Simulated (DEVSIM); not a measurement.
Structure: GaAs p-n junction from an implanted or diffused profile, at 350 K.

```tsv
layer (left to right)	material	thickness (μm)	Nd (cm⁻³)	τn (s)	τp (s)
1	GaAs	18.0	3.2e14	9.6e-8	9.6e-8
```

Added acceptor profile: 7.3e17 cm⁻³ × exp(−(x − 0 μm)²/(2·(0.032 μm)²)). Left contact: ohmic. Right contact: ohmic. Voltage is applied to the left contact. Recombination: SRH at mid-gap, radiative, Auger. Mobility is constant in doping. Where it depends on doping, it is μmin + (μ − μmin)/(1 + (N/Nref)^α).

This is a model device: material constants are rounded textbook-type values typed into the input, and sizes, dopings and lifetimes were drawn at random. Values at 300 K; Nc and Nv go as T^1.5, mobilities as T to minus their exponent, the gap by Varshni's rule with the affinity fixed. The table also holds parameters that only a changed run uses.

```csv
parameter,GaAs
gap (eV),1.424
affinity (eV),4.07
permittivity,12.9
Nc (cm⁻³),4.7e17
Nv (cm⁻³),9e18
μn (cm²/Vs),8500
μp (cm²/Vs),400
"μn,min",500
"μp,min",20
"Nref,n",6e16
"Nref,p",1.5e17
αn,0.39
αp,0.38
T exponent of μn,2.1
T exponent of μp,2.2
B (cm³/s),2e-10
Cn (cm⁶/s),1e-30
Cp (cm⁶/s),1e-30
Varshni α (eV/K),0.000541
Varshni β (K),204
```

Simulated with DEVSIM: 1D drift-diffusion, Boltzmann statistics, complete ionisation; no tunnelling, impact ionisation, image-force lowering or self-heating.

Base results: dark forward voltage at 1 A/cm² (V) 0.852; dark forward voltage at 100 A/cm² (V) 1.119; potential step across the device at zero bias (V) 1.091.

**Question.** What follows from this one change: minority lifetime in layer 1 9.6e-08 → 2.9e-08 s?

**Answer.** dark forward voltage at 1 A/cm² little changed (0.849 V); dark forward voltage at 100 A/cm² 1.119 → 1.126 V; potential step across the device at zero bias little changed (1.091 V).

**Question.** What follows from this one change: doping Nd of layer 1 3.2e+14 → 3.2e+13 cm^-3?

**Answer.** dark forward voltage at 1 A/cm² little changed (0.852 V); dark forward voltage at 100 A/cm² 1.119 → 1.577 V; potential step across the device at zero bias 1.091 → 1.022 V.

**Question.** What follows from this one change: peak of the profile 7.3e+17 → 1.5e+17 cm^-3?

**Answer.** dark forward voltage at 1 A/cm² 0.852 → 0.813 V; dark forward voltage at 100 A/cm² 1.119 → 1.139 V; potential step across the device at zero bias 1.091 → 1.044 V.

**Question.** What follows from this one change: doping-dependent mobility in place of the constant one?

**Answer.** dark forward voltage at 1 A/cm² 0.852 → 0.874 V; dark forward voltage at 100 A/cm² 1.119 → 1.127 V; potential step across the device at zero bias little changed (1.091 V).
